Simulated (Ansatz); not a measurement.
System: CdSiN₂ (model structure, started from the MgZrN2 type, I4₁/amd, No. 141, 8 atoms in the cell). Method: PBEsol+SOC (Ansatz, a program for electronic structure, plane waves, PAW).

Input file:

Ansatz 0.2 input:
```yaml
crystal:
  lattice:
    - [-2.1879279051, 2.1879279051, 4.3751407902]
    - [2.1879279051, -2.1879279051, 4.3751407902]
    - [2.1879279051, 2.1879279051, -4.3751407902]
  atoms:
    - { symbol: Cd, position: [0.5, 0.5, 0.0] }
    - { symbol: Cd, position: [0.25, 0.75, 0.5] }
    - { symbol: Si, position: [0.75, 0.25, 0.5] }
    - { symbol: Si, position: [0.0, 0.0, 0.0] }
    - { symbol: N, position: [0.5456938919, 0.0456938919, 0.5] }
    - { symbol: N, position: [0.7956938919, 0.7956938919, 0.0] }
    - { symbol: N, position: [0.2043061081, 0.2043061081, 0.0] }
    - { symbol: N, position: [0.9543061081, 0.4543061081, 0.5] }
basis:
  ecutwfc: 520
  ecutrho_ratio: 4
  xc_grid: 2
kpoints:
  mp_grid: { grid: [18, 18, 18] }
hamiltonian:
  xc: pbesol
  dispersion: none
  pseudopotentials: { kind: paw }
scf:
  occupations: { method: fermi_dirac, width: 0.05 }
  convergence: { dr2_threshold: 0.0000000008 }
output:
  forces: true
  stress: true
  eigenvalues: true
magnetization:
  noncollinear: true
  spin_orbit: true
```

From the output:

```
Crystal: 8 atoms, lattice volume = 83.776 Å³
Basis set: ecut = 520 eV, 2245 PW (Γ), exchange–correlation on 80×80×80 points (8 copies of the dense FFT grid, shifted against one another)
Bands: 84, of which v1, the nominal top of the filled ones, is band 68 counted from 1 (67 counted from 0)
Symmetry: 16 space group operations + 16 with time reversal
k-points: 480 of 5832
Initial density: superposition of atomic densities (chi_scale 0.1, normalization cell, long waves kept (reshape's long-wave potential 0.02 eV rms))
Functional: x = pbesol(κ = 0.804, μ = 0.12345679012345678), c = pbesol(β = 0.046)
spin=Noncollinear: Resta preconditioning applied to the charge; magnetization (m_x, m_y, m_z) channels mix plain (no charge-response kernel on spin).
SCF 1 converged in 9 iterations: F = -19130.233103 eV  dr2 = 5.26e-11
SCF converged after 9 iterations
Free energy (F): -19130.233103 eV
Internal energy: -19130.233103 eV  (E = F + TS)
E sigma→0 (E₀):  -19130.233103 eV
Fermi energy:    14.690382 eV
--- Forces (eV/Å), atoms counted from 1 ---
  atom   1  Cd     0.00000000     0.00000000     0.00000000
  atom   2  Cd     0.00000000     0.00000000     0.00000000
  atom   3  Si     0.00000000     0.00000000     0.00000000
  atom   4  Si     0.00000000     0.00000000     0.00000000
  atom   5  N      0.00000000     0.00000000    -0.00060377
  atom   6  N     -0.00000000     0.00000000    -0.00060377
  atom   7  N      0.00000000     0.00000000     0.00060377
  atom   8  N     -0.00000000     0.00000000     0.00060377
--- Stress (GPa, compression-positive) ---
       -0.065885       0.000000       0.000000
        0.000000      -0.065885      -0.000000
        0.000000       0.000000       0.012471
  P = ⅓ Tr σ = -0.0398 GPa (-0.398 kbar)
```

The PAW data were made under PBE.

Note: the relaxation could raise the start's symmetry but not lower it, so the cell can be a saddle point.

A model structure was made by putting elements into a prototype or built by hand; it is no filed structure, need not be a known phase, and can be a saddle point held by its symmetry.
